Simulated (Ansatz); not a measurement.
**Pressure series in HfO2**

Start from HfO2 (space group P2_1/c, No. 14; a = 5.0965 Å, b = 5.1776 Å, c = 5.2717 Å, α = γ = 90.00°, β = 99.62°).

Cell and atoms are relaxed at each pressure.

Level of theory: DFT with PBEsol, PAW potentials and a 420 eV plane-wave cutoff in Ansatz (a first-principles code), no spin-orbit coupling, earlier PAW set.

Two rows of this table had their results exchanged by mistake.

```json
[
 {"pressure": "pressure 0.9 GPa", "volume per atom (Å³)": "11.37", "shortest distance (Å)": "2.039", "band gap": "3.98 eV"},
 {"pressure": "pressure 4.5 GPa", "volume per atom (Å³)": "10.47", "shortest distance (Å)": "2.000", "band gap": "4.58 eV"},
 {"pressure": "pressure 9 GPa", "volume per atom (Å³)": "10.83", "shortest distance (Å)": "2.016", "band gap": "4.36 eV"},
 {"pressure": "pressure 15 GPa", "volume per atom (Å³)": "11.14", "shortest distance (Å)": "2.031", "band gap": "4.10 eV"},
 {"pressure": "pressure 22.5 GPa", "volume per atom (Å³)": "10.06", "shortest distance (Å)": "1.986", "band gap": "4.67 eV"},
 {"pressure": "pressure 30 GPa", "volume per atom (Å³)": "9.55", "shortest distance (Å)": "1.983", "band gap": "3.60 eV"}
]
```

Task: Which two?

Result: The rows for pressure 4.5 GPa and pressure 15 GPa: the volume has to fall steadily with pressure, so 11.14 Å³ belongs to pressure 4.5 GPa and 10.47 Å³ to pressure 15 GPa.

Spin-orbit coupling, missing from the scalar runs, can matter with Hf. Load acts through the strain it causes; cell and atoms are relaxed under it. No phonon test of stability was made. No other phases were tried under pressure. Along this pressure series the structure jumps between pressure 22.5 GPa and pressure 30 GPa; cells beyond that are another form of it.
